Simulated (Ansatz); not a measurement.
Input:

End structure of S on the 1x1 (110) surface of bcc Mo, one in a 1x1 cell, started at the site 'hollow Mo-Mo-Mo':

```xyz
5
Lattice="2.7373 0.0000 0.0000 -0.9124 2.5808 0.0000 0.0000 0.0000 26.0000" Properties=species:S:1:pos:R:3 pbc="T T T"
Mo     0.9124     1.2904     9.7315
Mo     0.0000     0.0000    11.8730
Mo     0.9336     1.2754    14.1192
Mo     0.0689    -0.0487    16.4007
S      0.4643     1.6073    18.0772
```

Model: 5-atom slab, 6.5 Å thick at the start under the adsorbate (thin: gaps and levels are the slab's own), 12x12x1 mesh, Fermi-Dirac 0.1 eV, dipole correction, 2 atoms held, the rest relaxed; symmetry of the start imposed; no spin, no spin-orbit, no U, no dispersion correction. At the end it is bonded to 3 Mo. In PBE it is, or lies within 0.03 eV of, the lowest of the starts that converged.

A negative adsorption energy means that the adsorbate is more stable on the surface than in its reference.

Task: What work function of the top face does PBE (Ansatz, a first-principles code) give?

Result: 4.85 eV

Task: What is the computed change of the work function (PBE)?

Result: 0.26 eV

Task: Predict the change of the step from the bottom to the top vacuum level, against the clean slab from PBE.

Result: 0.31 eV

Task: Give the adsorption energy against ⅛ S8(g) at the level PBE.

Result: -153 kJ/mol
